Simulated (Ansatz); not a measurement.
Band structure of Co₂Si (Pnma, 12 atoms in the cell).

```yaml
crystal:
  lattice:
    - [4.92851, 0.00000, 0.00000]
    - [0.00000, 3.76037, 0.00000]
    - [0.00000, 0.00000, 7.07100]
  atoms:
    - { symbol: Co, position: [0.82749, 0.75000, 0.56358], spin: 3.0 }
    - { symbol: Co, position: [0.17251, 0.25000, 0.43642], spin: 3.0 }
    - { symbol: Co, position: [0.67251, 0.25000, 0.06358], spin: 3.0 }
    - { symbol: Co, position: [0.32749, 0.75000, 0.93642], spin: 3.0 }
    - { symbol: Co, position: [0.53582, 0.25000, 0.72140], spin: 3.0 }
    - { symbol: Co, position: [0.46418, 0.75000, 0.27860], spin: 3.0 }
    - { symbol: Co, position: [0.96418, 0.75000, 0.22140], spin: 3.0 }
    - { symbol: Co, position: [0.03582, 0.25000, 0.77860], spin: 3.0 }
    - { symbol: Si, position: [0.20089, 0.25000, 0.10368] }
    - { symbol: Si, position: [0.79911, 0.75000, 0.89632] }
    - { symbol: Si, position: [0.29911, 0.75000, 0.60368] }
    - { symbol: Si, position: [0.70089, 0.25000, 0.39632] }
```
(The spins are starting values, not results.)

Computed with PBE, PAW files (plane waves; Ansatz, a first-principles code).

Settings: basis.ecutwfc = 30.9 Ry; kpoints.mp_grid.grid = 3 4 3; hamiltonian.xc = pbe; hamiltonian.pseudopotentials = {kind: paw} (the program's default PAW files); magnetization.spin_polarized = true; scf.occupations.method = cold; scf.occupations.width = 0.0037 Ry; kpoints.band_path.npoints = 16.

The starting cell comes from a database of computed structures (which also holds hypothetical and non-ambient phases and stackings), without a prior relaxation at this level. Its lattice was rescaled by a random factor within 2.5 % of one. The moments shrank to a small part of their start, a low-spin state that need not be the lowest.

Levels in eV from the Fermi level, bands 75 to 82 of the first spin channel:
| point | 75 | 76 | 77 | 78 | 79 | 80 | 81 | 82 |
|---|---|---|---|---|---|---|---|---|
| Γ | -0.39 | -0.37 | -0.30 | -0.25 | 0.19 | 0.60 | 1.34 | 1.80 |
| X | -0.65 | -0.65 | -0.25 | -0.25 | -0.19 | -0.19 | 1.47 | 1.47 |
| S | -0.67 | -0.67 | -0.01 | -0.01 | -0.01 | -0.01 | 0.73 | 0.73 |
| Y | -0.43 | -0.43 | -0.28 | -0.28 | 1.89 | 1.89 | 2.55 | 2.55 |
| Z | -0.36 | -0.36 | -0.19 | -0.19 | 0.32 | 0.32 | 0.94 | 0.94 |
| U | -0.58 | -0.58 | -0.25 | -0.25 | 0.22 | 0.22 | 0.41 | 0.41 |
| R | -0.78 | -0.78 | 0.00 | 0.00 | 0.00 | 0.00 | 1.26 | 1.26 |
| T | -0.26 | -0.26 | 0.30 | 0.30 | 0.83 | 0.83 | 2.42 | 2.42 |

Bands cross the Fermi level along this path, so the cell is metallic at this level.

The net moment of the cell came out as 3.38 μB.

Keys are those of Ansatz 0.2.
